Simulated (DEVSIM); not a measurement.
Structure: Co/HfO2/p-Si capacitor, at 300 K.

Layer 1 from the left is HfO2, thickness (nm) 2.10. Layer 2 from the left is Si, thickness (nm) 370, Na (cm⁻³) 2.4e18.

Metal gate on the left, work function 5 eV. Fixed charge at the semiconductor interface -2e10 cm⁻² (in units of +e); no interface traps.

The device is made up for the run: typed textbook-type constants, with dimensions and the other settings drawn at random. Values at 300 K.

HfO2: gap (eV) 5.7, affinity (eV) 2.5, permittivity 22. Si: gap (eV) 1.124, affinity (eV) 4.05, permittivity 11.7, Nc (cm⁻³) 2.86e19, Nv (cm⁻³) 3.1e19.

Estimate by hand the flat-band voltage, the threshold voltage, and compare with a numerical solution.


- Flat-band voltage: C = 9.28 μF/cm², work-function difference -0.108 V; VFB = φms − qNf/C = -0.11 V; numerical -0.11 V.
- Threshold voltage: φF = 0.497 V, depletion charge √(4εqNφF) = 8.90e-7 C/cm²; VT = VFB + 2φF + Qd/C = 0.98 V; numerical 0.98 V.

Model (solved in DEVSIM): 1D Poisson equation in equilibrium, Boltzmann statistics, complete ionisation; no quantum confinement or tunnelling. Metal contacts follow the ideal Schottky-Mott rule: no Fermi-level pinning, no interface dipoles.
